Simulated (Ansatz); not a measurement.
## Response to strain in SnO2

Take SnO$_{2}$ in the rutile structure (space group P4_2/mnm, No. 136; a = 4.828 Å, c = 3.238 Å) as the base. Axes: x, y, z lie along a, b, c of the conventional cell.

Strains are applied to the cell and any free atomic positions relax.

Calculations: PBE (Ansatz, an electronic-structure program), scalar-relativistic without spin-orbit coupling.

Notes on the quantities. pressure: mean of the normal stresses, compression positive; energy relative to the base: free energy F.

```json
[
 {"variant": "base", "electron mass": "0.16 mₑ along c, 0.17 mₑ across (at Γ)", "pressure": "0.00 GPa", "energy relative to the base": "0 meV/atom", "width of the top valence band": "1.18 eV"},
 {"variant": "uniaxial strain ε_zz = −3.00 %", "electron mass": "0.18 mₑ along z, 0.21 mₑ across (at Γ)", "pressure": "6.92 GPa", "energy relative to the base": "+14 meV/atom", "width of the top valence band": "1.23 eV"},
 {"variant": "uniaxial strain ε_zz = −2.40 %", "electron mass": "0.18 mₑ along z, 0.20 mₑ across (at Γ)", "pressure": "5.44 GPa", "energy relative to the base": "+9.0 meV/atom", "width of the top valence band": "1.22 eV"},
 {"variant": "uniaxial strain ε_zz = −1.80 %", "electron mass": "0.17 mₑ along z, 0.19 mₑ across (at Γ)", "pressure": "4.01 GPa", "energy relative to the base": "+5.0 meV/atom", "width of the top valence band": "1.21 eV"},
 {"variant": "uniaxial strain ε_zz = −1.20 %", "electron mass": "0.17 mₑ along z, 0.19 mₑ across (at Γ)", "pressure": "2.62 GPa", "energy relative to the base": "+2.2 meV/atom", "width of the top valence band": "1.20 eV"},
 {"variant": "uniaxial strain ε_zz = −0.60 %", "electron mass": "0.16 mₑ along z, 0.18 mₑ across (at Γ)", "pressure": "1.29 GPa", "energy relative to the base": "+0.6 meV/atom", "width of the top valence band": "1.19 eV"}
]
```

The levels and masses belong to the bands next to the band gap. Effective masses come from finite differences of ±0.01 Å⁻¹. Stability against distortions was not tested.
